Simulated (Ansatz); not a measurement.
**What uniaxial strain ε_zz = −0.75 % does to GaCuSe2**

Take GaCuSe$_{2}$ in the chalcopyrite structure (space group I-42d, No. 122; a = 5.570 Å, c = 11.075 Å) as the base. Axes: x, y, z lie along a, b, c of the conventional cell.

Modification: uniaxial strain ε_zz = −0.75 %, all other strain components held at zero, atoms relaxed at fixed cell.

Calculations: PBEsol (Ansatz, an electronic-structure program, PAW, no spin-orbit coupling). Settings: 8×8×8 k-points, 0.05 eV Fermi–Dirac smearing.

| quantity | base | changed | shift |
|---|---|---|---|
| volume per atom | 21.47 Å³ | 21.31 Å³ | -0.16 Å³ |
| space group | I-42d (No. 122) | I-42d (No. 122) | – |
| shortest interatomic distance | 238.1 pm | 237.5 pm | -0.6 pm |
| energy relative to the base (free energy F) | 0 meV/atom | +0.4 meV/atom | +0.4 meV/atom |
| pressure (mean of the normal stresses, compression positive) | 0.00 GPa | 0.54 GPa | +0.54 GPa |
| band gap | 0.12 eV | 0.15 eV | +0.024 eV |
| gap character | direct at Γ | direct at Γ | – |
| width of the top valence band | 1.02 eV | 1.06 eV | +0.032 eV |
| valence-band top at Γ (three highest levels, from the VBM) | 0.00, -0.09, -0.09 eV | 0.00, -0.11, -0.11 eV | – |
| stress (xx, yy, zz, yz, xz, xy; compression positive) | – | (0.44, 0.44, 0.73, 0.00, 0.00, 0.00) GPa | – |

Cost of the whole job for the changed cell (relaxation, final SCF and bands): very roughly 6 core-minutes.

Stability against distortions was not tested. The final runs are not spin-polarised. The zero or small gap of GaCuSe2 can change with the level of theory.
